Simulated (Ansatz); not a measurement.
**How far to go with the plane-wave cutoff: CsGeI3 (Cm, 5 atoms in the cell)**

```
CELL_PARAMETERS angstrom
      4.36642    -4.23686     0.00000
      4.36642     4.23686     0.00000
     -0.32524     0.00000     6.13785
ATOMIC_POSITIONS crystal
  Cs 0.91129 0.91129 0.59476
  Ge 0.37265 0.37265 0.13414
  I  0.41162 0.41162 0.58077
  I  0.91993 0.40881 0.09324
  I  0.40881 0.91993 0.09324
```

Method: LDA (PW92), default PAW files made with PBE (plane waves; Ansatz, an electronic-structure program).

Base settings: basis.ecutwfc = 420 eV; kpoints.mp_grid.grid = 2 2 2; hamiltonian.xc = lda; hamiltonian.pseudopotentials = {kind: paw} (the program's default PAW files); scf.occupations.method = fixed.

The second cell is the first with its lattice scaled by 0.98.

The mesh stays at the base's, so the ladder's end is converged at best in this setting alone.

The first pressure column holds Ansatz's estimate of the finite-basis (Pulay) stress, which hides part of the cutoff error; the other is without it.

Only quantities that move along the ladder and can be compared are tabulated; the gap is left out on so coarse a mesh.

The count of work is k-points × plane waves × bands × iterations; it is no time. 

The starting cell comes from a database of computed structures (which also holds hypothetical and non-ambient phases and stackings), without a prior relaxation at this level. Its lattice was rescaled by up to half a per cent. One atom was moved a little off its site on purpose.

| basis.ecutwfc | free energy less the last step's (meV/atom) | energy of the compressed cell less the first (meV/atom) | pressure (GPa) | pressure without the Pulay estimate (GPa) | largest difference of a force vector from the last step's (eV/Å) | count of work / last |
|---|---|---|---|---|---|---|
| 145 eV | 68975.25 | -702.15 | -3.07 | -960.73 | 3.731 | 0.054 |
| 170 eV | 24904.48 | -484.11 | 0.84 | -411.45 | 2.449 | 0.070 |
| 190 eV | 10621.50 | -158.27 | -1.47 | -198.13 | 0.824 | 0.082 |
| 210 eV | 4648.48 | 43.74 | -1.02 | -97.74 | 0.313 | 0.096 |
| 230 eV | 2032.45 | -120.10 | -0.83 | -48.49 | 0.272 | 0.11 |
| 250 eV | 805.26 | -7.33 | -0.94 | -22.39 | 0.043 | 0.11 |
| 295 eV | 89.74 | -4.60 | -0.72 | -4.02 | 0.012 | 0.14 |
| 335 eV | 9.65 | -3.30 | -0.74 | -1.14 | 0.003 | 0.19 |
| 380 eV | 2.25 | -3.19 | -0.73 | -0.76 | 0.001 | 0.23 |
| 420 eV | 1.51 | -3.20 | -0.74 | -0.76 | 0.000 | 0.27 |
| 460 eV | 0.78 | -3.21 | -0.74 | -0.75 | 0.000 | 0.31 |
| 505 eV | 0.35 | -3.22 | -0.74 | -0.74 | 0.000 | 0.35 |
| 565 eV | 0.23 | -3.22 | -0.74 | -0.74 | 0.000 | 0.42 |
| 630 eV | 0.17 | -3.22 | -0.74 | -0.74 | 0.000 | 0.50 |
| 735 eV | 0.08 | -3.22 | -0.74 | -0.74 | 0.000 | 0.62 |
| 840 eV | 0.03 | -3.22 | -0.74 | -0.74 | 0.000 | 0.76 |
| 1010 eV | 0.00 | -3.22 | -0.74 | -0.74 | 0.000 | 1.0 |

Coarsest basis.ecutwfc that holds the pressure without the Pulay estimate within 0.2 GPa of the last step, with all finer ones: 380 eV, at 0.23 of the last step's count of work; the step before is off by 0.41 GPa.

Coarsest basis.ecutwfc that holds the free energy within 5 meV/atom of the last step, with all finer ones: 380 eV, at 0.23 of the last step's count of work; the step before is off by 9.7 meV/atom.

Coarsest basis.ecutwfc that holds the energy of the compressed cell less the first within 2 meV/atom of the last step, with all finer ones: 295 eV, at 0.14 of the last step's count of work; the step before is off by 4.1 meV/atom.

The energy difference between the two cells stays within 1 meV/atom of the last step's from 335 eV on, the total only from 460 eV on: much of the error is common to both cells and cancels.

At the lowest cutoff the pressure without the Pulay estimate lies 960 GPa under the last step's, the usual sign of Pulay stress in an incomplete plane-wave basis.

Keys are those of Ansatz 0.2.
